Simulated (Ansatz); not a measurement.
For As (model structure, from the lonsdaleite type, P6₃/mmc, No. 194), PBE-D3(BJ) in Ansatz (PAW) gives:

- lattice constant a = 4.551 Å
- lattice parameter c = 5.690 Å
- cohesive energy = 3.15 eV/atom

Problem. What does r²SCAN in Ansatz (plane waves, PAW) give for the same quantities?

Solution. 
- lattice constant a: 4.586 Å (grows by 0.8 %)
- lattice parameter c: 5.755 Å (rises by 1.1 %)
- cohesive energy: 2.65 eV/atom (decreases by 0.50 eV/atom)

Changes are worked out from the printed values.

Unless a cell is named, each level is at its own relaxed cell (PBE-D3(BJ) 25.52, r²SCAN 26.21 Å³/atom).

Ansatz's density-functional and Hartree–Fock values are scalar-relativistic unless marked +SOC, with PAW data made under PBE.

A model structure was made by putting elements into a prototype or built by hand; it is no filed structure, need not be a known phase, and can be a saddle point held by its symmetry.

Ansatz is a first-principles code.
